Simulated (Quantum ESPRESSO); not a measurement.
Worked example: self-consistent single point of Sr (P6_3/mmc, 2 atoms in the cell) in Quantum ESPRESSO.

Method: PBEsol, GBRV 1.5 ultrasoft (PBESOL) pseudopotentials (plane waves; Quantum ESPRESSO).

The change in words: lattice scaled by 0.98. Reference geometry:
```
Sr
1.0
    4.25862     0.00000     0.00000
   -2.12931     3.68807     0.00000
    0.00000     0.00000     6.97482
Sr
2
Cartesian
  0.00000   2.45872   1.74370
  2.12931   1.22936   5.23111
```

Reference input (self-consistent single point, DFT, PBEsol, plane waves, GBRV 1.5 ultrasoft (PBESOL) pseudopotentials): ecutwfc = 40 Ry; ecutrho = 200 Ry; occupations = smearing; smearing = gauss; degauss = 0.019992 Ry; potentials = {Sr: sr_pbesol_v1.uspp.F.UPF}; K_POINTS = automatic 12 12 7 0 0 0; conv_thr = 1e-10 Ry; mixing_beta = 0.5. This run's input differs from it in these lines:

```diff
@@ -9,4 +9,4 @@
    ibrav = 4
-   A = 4.258617785
-   C = 6.974819000
+   A = 4.173445851
+   C = 6.835323000
    nat = 2
```

Log, with long lists cut:

```
     Self-consistent Calculation

     iteration #  1     ecut=    40.00 Ry     beta= 0.50

     Threshold (ethr) on eigenvalues was too large:
     Diagonalizing with lowered threshold

     negative rho (up, down):  1.266E-01 0.000E+00

     total energy              =    -140.11883618 Ry
     estimated scf accuracy    <       0.03848977 Ry

     iteration #  2     ecut=    40.00 Ry     beta= 0.50

     negative rho (up, down):  1.288E-01 0.000E+00

     total energy              =    -140.12011918 Ry
     estimated scf accuracy    <       0.00478951 Ry

     iteration #  3     ecut=    40.00 Ry     beta= 0.50

     negative rho (up, down):  1.306E-01 0.000E+00

     total energy              =    -140.12067799 Ry
     estimated scf accuracy    <       0.00036728 Ry

   [... 4 blocks of this kind left out ...]

     iteration #  8     ecut=    40.00 Ry     beta= 0.50

     negative rho (up, down):  1.302E-01 0.000E+00

     total energy              =    -140.12071305 Ry
     estimated scf accuracy    <          1.6E-10 Ry

     iteration #  9     ecut=    40.00 Ry     beta= 0.50

     negative rho (up, down):  1.302E-01 0.000E+00
     End of self-consistent calculation

     the Fermi energy is     5.4964 ev

!    total energy              =    -140.12071305 Ry
     estimated scf accuracy    <          1.1E-11 Ry
     smearing contrib. (-TS)   =      -0.00738814 Ry
     internal energy E=F+TS    =    -140.11332491 Ry

     convergence has been achieved in   9 iterations

     negative rho (up, down):  1.302E-01 0.000E+00

     Forces acting on atoms (cartesian axes, Ry/au):

     atom    1 type  1   force =    -0.00000000   -0.00000000    0.00000000
     atom    2 type  1   force =     0.00000000    0.00000000    0.00000000

     Total force =     0.000000     Total SCF correction =     0.000000

     negative rho (up, down):  1.302E-01 0.000E+00
          total   stress  (Ry/bohr**3)                   (kbar)     P=        1.95
   0.00001220   0.00000000   0.00000000            1.79        0.00        0.00
   0.00000000   0.00001220  -0.00000000            0.00        1.79       -0.00
   0.00000000   0.00000000   0.00001535            0.00        0.00        2.26

   JOB DONE.
```

The run converged in 9 iterations. Against the reference run the free energy falls by 3.0 meV/atom and the pressure goes from -0.51 to 0.19 GPa.

The starting cell comes from a database of computed structures (which also holds hypothetical and non-ambient phases and stackings), without a prior relaxation at this level. Its lattice was rescaled by a random factor within 2.5 % of one. For this run, on top of that: lattice scaled by 0.98.

Cost on one core of a shared machine: roughly 30 s.
